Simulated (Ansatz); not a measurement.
# By hand: formation energy of the neutral V_C in ZrC (rock salt, Fm-3m)

This concerns the formation energy of the neutral V_C in ZrC (rock salt, Fm-3m). Reaction: 32 ZrC (rock salt) → cell A + C (graphite).

A: a supercell of 64 sites of ZrC (rock salt, Fm-3m) with one empty C site amid 6 Zr; spin state with PBE: run without spin.

Ansatz (a program for electronic structure) with PAW potentials; structures come from PBE+D3(BJ) relaxations, nuclei static, no net charge. Ansatz runs with its default PAW set. Other levels take these structures. The lattices are those relaxed with PBE+D3(BJ), so at other levels the solids can be strained, which adds to the spread. Larger cells are relaxed from a start prepared with the learned potential CHGNet, on a coarser mesh till forces fall under 0.03 eV/Å, which some starts already meet. A dispersion term (D3(BJ), or D4 for r2SCAN) was computed beside these levels and is taken off wherever the name lacks it. Mesh and cell size may move defect energies by 0.1 eV or more. The value holds for the reservoirs listed; other chemical potentials shift it. Cell A has symmetry Pm-3m within 0.02 Å and got no random move, so less symmetric positions, which may lie lower, weren't tried.

Total energies of the cells in eV, at zero smearing width. They compare only within one column; the weights balance every element.

```tsv
cell	atoms	weight	PBE	RPBE
A: ZrC:V_C	63	+1	-141715.80233	-141972.24982
C (graphite)	4	+1/4	-1003.71719	-1008.87576
ZrC (rock salt)	64	−1	-141967.87161	-142225.53451
```

PBE: (-141715.80233) + 1/4 × (-1003.71719) − (-141967.87161) = 1.140 eV.

RPBE: (-141972.24982) + 1/4 × (-1008.87576) − (-142225.53451) = 1.066 eV.

What follows from the PBE value: The value above is the C-rich limit, with C (graphite) as reservoir. The host forms with -0.87 eV/atom at this level, so before it gives way to its other element Δμ(C) can go down to -0.87 × 2 = -1.74 eV (other compounds may narrow the range). The defect releases 1 C, so the C-poor limit is 1.14 + 1 × (-1.74) = -0.60 eV.

With the reservoirs of the reaction as written, and without entropy terms or charged states, the share of sites that hold the defect in equilibrium is exp(−1.14 eV/k_BT) = 1.8×10^-6 at 1000 K.
